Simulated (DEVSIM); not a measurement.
Device: Pt/Si3N4/n-GaAs capacitor, at 300 K.

```tsv
layer (left to right)	material	thickness (nm)	Nd (cm⁻³)
1	Si3N4	12.0	-
2	GaAs	3900	2.8e16
```

Metal gate on the left, work function 5.6 eV. Fixed charge at the semiconductor interface 6.5e11 cm⁻² (in units of +e); no interface traps.

This is a model device: material constants are rounded textbook-type values typed into the input, and sizes, dopings and lifetimes were drawn at random. Values at 300 K.

```
parameter      Si3N4    GaAs
-------------  -----  ------
gap (eV)         5.1   1.424
affinity (eV)    2.1    4.07
permittivity     7.5    12.9
Nc (cm⁻³)          -  4.7e17
Nv (cm⁻³)          -    9e18
```

Simulated with DEVSIM: 1D Poisson equation in equilibrium, Boltzmann statistics, complete ionisation; no quantum confinement or tunnelling. Metal contacts follow the ideal Schottky-Mott rule: no Fermi-level pinning, no interface dipoles.

Problem. Tabulate band edges, carrier densities and field at 0.3 V on the gate.

Solution. Energies count from the Fermi level of the right contact; mesh points crowd at the junctions.

| x (μm) | Ec (eV) | Ev (eV) | n (cm⁻³) | p (cm⁻³) | field (V/cm) |
|---|---|---|---|---|---|
| 0.000 | 3.200 | -1.900 | < 1e2 | < 1e2 | -290000 |
| 0.001336 | 3.161 | -1.939 | < 1e2 | < 1e2 | -290000 |
| 0.004051 | 3.082 | -2.018 | < 1e2 | < 1e2 | -290000 |
| 0.008075 | 2.965 | -2.135 | < 1e2 | < 1e2 | -290000 |
| 0.01126 | 2.872 | -2.228 | < 1e2 | < 1e2 | -290000 |
| 0.01236 | 0.877 | -0.547 | 860 | 5.9e9 | -78000 |
| 0.01439 | 0.862 | -0.562 | 1600 | 3.2e9 | -77000 |
| 0.02134 | 0.809 | -0.615 | 12000 | 4.1e8 | -75000 |
| 0.03533 | 0.708 | -0.716 | 600000 | 8400000 | -69000 |
| 0.06607 | 0.514 | -0.910 | 1.1e9 | 4600 | -57000 |
| 0.1397 | 0.200 | -1.224 | 2.1e14 | < 1e2 | -28000 |
| 0.3918 | 0.073 | -1.351 | 2.8e16 | < 1e2 | ≈ 0 |
| 0.8995 | 0.073 | -1.351 | 2.8e16 | < 1e2 | ≈ 0 |
| 1.962 | 0.073 | -1.351 | 2.8e16 | < 1e2 | ≈ 0 |
| 3.275 | 0.073 | -1.351 | 2.8e16 | < 1e2 | ≈ 0 |
| 3.630 | 0.073 | -1.351 | 2.8e16 | < 1e2 | ≈ 0 |
| 3.792 | 0.073 | -1.351 | 2.8e16 | < 1e2 | ≈ 0 |
| 3.859 | 0.073 | -1.351 | 2.8e16 | < 1e2 | ≈ 0 |
| 3.896 | 0.073 | -1.351 | 2.8e16 | < 1e2 | ≈ 0 |
| 3.905 | 0.073 | -1.351 | 2.8e16 | < 1e2 | ≈ 0 |
| 3.910 | 0.073 | -1.351 | 2.8e16 | < 1e2 | ≈ 0 |
| 3.912 | 0.073 | -1.351 | 2.8e16 | < 1e2 | ≈ 0 |
